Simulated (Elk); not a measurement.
A self-consistent single point of YPd₃ (Pm-3m, 4 atoms in the cell) with Elk

Computed with PBEsol, all-electron FP-LAPW, Elk's shipped species files, default APW+lo basis (Elk 10.2.4).

Input as run:

```
tasks
  0

xctype
  22

rmtscf
  0.99

stype
  0

swidth
  0.00999582

maxscl
  100

avec
    7.7477259329    0.0000000000    0.0000000000
    0.0000000000    7.7477259329    0.0000000000
    0.0000000000    0.0000000000    7.7477259329

sppath
  'species/'

atoms
  2
  'Y.in'
  1
  0.0000000000  0.0000000000  0.0000000000    0.0 0.0 0.0
  'Pd.in'
  3
  0.5000000000  0.5000000000  0.0000000000    0.0 0.0 0.0
  0.0000000000  0.5000000000  0.5000000000    0.0 0.0 0.0
  0.5000000000  0.0000000000  0.5000000000    0.0 0.0 0.0

ngridk
  7 7 7
```

Log, with long lists cut:

```
│ Elk code version 10.2.4 │

All units are atomic (Hartree, Bohr, etc.)

│ Ground-state run starting from atomic densities │

Lattice vectors :
   7.747725933       0.000000000       0.000000000
   0.000000000       7.747725933       0.000000000
   0.000000000       0.000000000       7.747725933

Unit cell volume      :    465.0747368
Brillouin zone volume :   0.5333555961

Muffin-tin inner radius fraction :   0.1000000000E-01

Nuclei treated as point charges

Species :    1 (Y)
 parameters loaded from : Y.in
 name : yttrium
 nuclear charge    :   -39.00000000
 electronic charge :    39.00000000
 atomic mass :    162065.4502
 muffin-tin radius :    2.574000000
 number of radial points in muffin-tin :    597
 atomic positions (lattice), magnetic fields (Cartesian) :
   1 :   0.00000000  0.00000000  0.00000000    0.00000000  0.00000000  0.00000000

Species :    2 (Pd)
 parameters loaded from : Pd.in
 name : palladium
 nuclear charge    :   -46.00000000
 electronic charge :    46.00000000
 atomic mass :    193991.7925
 muffin-tin radius :    2.574000000
 number of radial points in muffin-tin :    497
 atomic positions (lattice), magnetic fields (Cartesian) :
   1 :   0.50000000  0.50000000  0.00000000    0.00000000  0.00000000  0.00000000
   2 :   0.00000000  0.50000000  0.50000000    0.00000000  0.00000000  0.00000000
   3 :   0.50000000  0.00000000  0.50000000    0.00000000  0.00000000  0.00000000

Total number of atoms per unit cell :    4

Spin treatment :
 spin-unpolarised

Number of Bravais lattice symmetries :   48
Number of crystal symmetries         :   48
Crystal has inversion symmetry
Real symmetric eigensolver will be used

k-point grid :      7     7     7
k-point offset :    0.000000000       0.000000000       0.000000000
k-point set is reduced with full crystal symmetry group
Total number of k-points :       20

Muffin-tin radius times maximum |G+k| :    7.000000000
 using average radius
Maximum |G+k| for APW functions       :    2.719502720
Maximum (1/2)|G+k|²                   :    3.697847521
Maximum |G| for potential and density :    12.00000000
 potential will be trimmed for |G| > 2 gkmax
Constant for pseudocharge density :    8
Radial integration step length :    4

G-vector grid sizes :     30    30    30
Number of G-vectors :    13517

Maximum angular momentum used for
 APW functions                      :    8
 outer part of muffin-tin           :    6
 inner part of muffin-tin           :    1

Total nuclear charge    :   -177.0000000
Total core charge       :    112.0000000
Total valence charge    :    65.00000000
Total excess charge     :    0.000000000
Total electronic charge :    177.0000000

Effective Wigner radius, rₛ :   0.8560260041

Number of empty states         :   16
Total number of valence states :   49
Total number of core states    :  112

Total number of local-orbitals :   67

Exchange-correlation functional :     22     0     0
 PBEsol, Phys. Rev. Lett. 100, 136406 (2008)
 gradient requirement :    1
 generalised gradient approximation (GGA)

Smearing type :    0
 Gaussian
Smearing width :   0.9995820000E-02
Effective electronic temperature (K) :    3156.430308

Mixing type :    3
 Broyden mixing, J. Phys. A: Math. Gen. 17, L317 (1984)

Kohn-Sham potential initialised from atomic data

│ Self-consistent loop started │
│ Loop number : 1 │
 total energy                :     -18453.0811733
│ Loop number : 2 │
 total energy                :     -18457.1166120
RMS change in Kohn-Sham potential (target) :   0.6450608503     (  0.1000000000E-05)
Absolute change in total energy (target)   :    4.035438628     (  0.1000000000E-03)
│ Loop number : 3 │
 total energy                :     -18488.9430416
RMS change in Kohn-Sham potential (target) :   0.3554494063     (  0.1000000000E-05)
Absolute change in total energy (target)   :    32.83528930     (  0.1000000000E-03)
│ Loop number : 4 │
 total energy                :     -18510.3308440
RMS change in Kohn-Sham potential (target) :   0.1538154275     (  0.1000000000E-05)
Absolute change in total energy (target)   :    29.59662471     (  0.1000000000E-03)
│ Loop number : 5 │
 total energy                :     -18515.8904740
RMS change in Kohn-Sham potential (target) :   0.8259895499E-01 (  0.1000000000E-05)
Absolute change in total energy (target)   :    12.95878614     (  0.1000000000E-03)
│ Loop number : 6 │
 total energy                :     -18517.3800134
RMS change in Kohn-Sham potential (target) :   0.2574412961E-01 (  0.1000000000E-05)
Absolute change in total energy (target)   :    4.729235966     (  0.1000000000E-03)
│ Loop number : 7 │
 total energy                :     -18517.8761549
RMS change in Kohn-Sham potential (target) :   0.3809393875E-02 (  0.1000000000E-05)
Absolute change in total energy (target)   :    1.678450496     (  0.1000000000E-03)
│ Loop number : 8 │
 total energy                :     -18517.7017561
RMS change in Kohn-Sham potential (target) :   0.2402587085E-02 (  0.1000000000E-05)
Absolute change in total energy (target)   :   0.2452138533     (  0.1000000000E-03)
│ Loop number : 9 │
 total energy                :     -18517.7483015
RMS change in Kohn-Sham potential (target) :   0.1729012686E-02 (  0.1000000000E-05)
Absolute change in total energy (target)   :   0.1078488221     (  0.1000000000E-03)
│ Loop number : 10 │
 total energy                :     -18517.8797935
RMS change in Kohn-Sham potential (target) :   0.3411397822E-03 (  0.1000000000E-05)
Absolute change in total energy (target)   :   0.1584542656     (  0.1000000000E-03)
│ Loop number : 11 │
 total energy                :     -18517.9174089
RMS change in Kohn-Sham potential (target) :   0.3444780164E-04 (  0.1000000000E-05)
Absolute change in total energy (target)   :   0.7722896523E-01 (  0.1000000000E-03)
│ Loop number : 12 │
 total energy                :     -18517.9144421
RMS change in Kohn-Sham potential (target) :   0.6074215371E-05 (  0.1000000000E-05)
Absolute change in total energy (target)   :   0.1634042883E-01 (  0.1000000000E-03)
│ Loop number : 13 │
 total energy                :     -18517.9134855
RMS change in Kohn-Sham potential (target) :   0.2283067731E-05 (  0.1000000000E-05)
Absolute change in total energy (target)   :   0.3128492328E-02 (  0.1000000000E-03)
│ Loop number : 14 │
 total energy                :     -18517.9133585
RMS change in Kohn-Sham potential (target) :   0.7808356043E-06 (  0.1000000000E-05)
Absolute change in total energy (target)   :   0.6551254191E-03 (  0.1000000000E-03)
│ Loop number : 15 │
 total energy                :     -18517.9133788
RMS change in Kohn-Sham potential (target) :   0.2879763799E-06 (  0.1000000000E-05)
Absolute change in total energy (target)   :   0.1840230834E-03 (  0.1000000000E-03)
│ Loop number : 16 │
 total energy                :     -18517.9133732
RMS change in Kohn-Sham potential (target) :   0.6668231551E-07 (  0.1000000000E-05)
Absolute change in total energy (target)   :   0.4045843889E-04 (  0.1000000000E-03)
Convergence targets achieved

│ Loop number : 17 │

Energies :
 Fermi                       :     0.278954994381
 sum of eigenvalues          :     -11043.0718354
 electron kinetic            :      19291.8320678
 core electron kinetic       :      18716.5577142
 Coulomb                     :     -37276.5676951
 Coulomb potential           :     -29634.5518257
 nuclear-nuclear             :     -1812.91961975
 electron-nuclear            :     -41292.7443250
 Hartree                     :      5829.09624964
 Madelung                    :     -22459.2917822
 xc potential                :     -700.352077468
 exchange                    :     -522.693225425
 correlation                 :     -10.4845154280
 total energy                :     -18517.9133682

Density of states at Fermi energy :    42.74824607
 (states/Hartree/unit cell)

Estimated indirect band gap :   0.2566502117E-02
 from k-point     18 to k-point      8
Estimated direct band gap   :   0.9904521859E-02
 at k-point      3

Charges :
 core                        :    112.0000000
 valence                     :    65.00000000
 interstitial                :    4.866242346
 muffin-tins (core leakage)
  species :    1 (Y)
   atom    1                 :    36.88697045     (  0.1081169639E-04)
  species :    2 (Pd)
   atom    1                 :    45.08226240     (  0.4840110535E-08)
   atom    2                 :    45.08226240     (  0.4840110535E-08)
   atom    3                 :    45.08226240     (  0.4840110535E-08)
 total in muffin-tins        :    172.1337577
 total calculated charge     :    177.0238182
 total charge                :    177.0000000
 error                       :   0.2381823613E-01

│ Self-consistent loop stopped │
```

The run converged in 17 iterations. The count includes the last loop, which Elk runs after its targets are met.

The starting cell comes from a database of computed structures (which also holds hypothetical and non-ambient phases and stackings), without a prior relaxation at this level. Spin polarisation is off. Values depend on the basis (sphere radii, cutoffs, local orbitals), which need not be converged. The log's line on a gap gives a spacing of levels on this mesh, which the program prints for metals too.
